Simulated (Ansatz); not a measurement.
Levels about the gap of amorphous B24O36 (60 atoms in a cell of 730 Å³, 1.90 g/cm³; zone centre alone, so wide bands show as single levels with stretches between that a denser mesh fills), at the geometry that PBE relaxed, where it gives 1.7 GPa on a denser mesh. The participation number counts the atoms over which a state spreads; weights are charges in smoothed Voronoi cells. The levels come from a single point, so bond lengths are those of that geometry. Method of the levels: r2SCAN, scalar-relativistic without spin-orbit coupling (Ansatz, an electronic-structure program). Sampling: the zone centre alone; Fermi-Dirac width 0.02 eV; no spin polarisation. At PBE the levels at the filled edge of the gap are localised (band-tail or defect states), and the nearest spread-out levels lie 6.1 eV apart at the zone centre.

The cell was made by melting and quenching with the CHGNet potential and then relaxed with DFT. O atoms were pushed apart under 1.9 Å during the dynamics, to hinder bonds among them. The hot cell started wider than the set density and was brought back towards it in steps. It is the lowest in DFT energy of 2 quenches. It is a model cell: composition and starting density were chosen by hand, and all elements were melted together. No dispersion term was used. Its density started from a set value of 1.90 and ended at 1.90 g/cm³. The quench (nominally 81 K/ps over its main leg) was far faster than any real one, so the model tends to hold more defects than a real film. Values belong to this one cell and scatter from quench to quench. The volume was held where the preparation left it and the shape relaxed, at a PBE pressure of 1.7 GPa. Stress components on the final sampling reach 1.7 GPa.

| E - E(highest filled), eV | filling | participation number | largest on | weight O | weight B |
|---|---|---|---|---|---|
| -0.52 | filled | 20.9 | O, 2 neighbours | 0.93 | 0.07 |
| -0.45 | filled | 16.6 | O, 2 neighbours | 0.93 | 0.07 |
| -0.39 | filled | 14.2 | O, 2 neighbours | 0.93 | 0.07 |
| -0.33 | filled | 16.4 | O, 2 neighbours | 0.93 | 0.07 |
| -0.31 | filled | 21.6 | O, 2 neighbours | 0.93 | 0.07 |
| -0.20 | filled | 10.4 | O, 2 neighbours | 0.94 | 0.06 |
| 0.00 | filled | 10.9 | O, 2 neighbours | 0.94 | 0.06 |
| 6.35 | empty | 54.0 | O, 2 neighbours | 0.62 | 0.38 |
| 6.86 | empty | 25.3 | B, 3 neighbours | 0.33 | 0.67 |
| 6.92 | empty | 26.7 | B, 3 neighbours | 0.33 | 0.67 |
| 7.11 | empty | 26.7 | B, 3 neighbours | 0.34 | 0.66 |
| 7.19 | empty | 19.3 | B, 3 neighbours | 0.32 | 0.68 |
| 7.31 | empty | 19.8 | B, 3 neighbours | 0.35 | 0.65 |
| 7.43 | empty | 22.4 | B, 3 neighbours | 0.35 | 0.65 |

Most localised among these is the filled level at -0.20 eV, on a O atom, which has 2 neighbours (B 1.36 Å, B 1.38 Å).
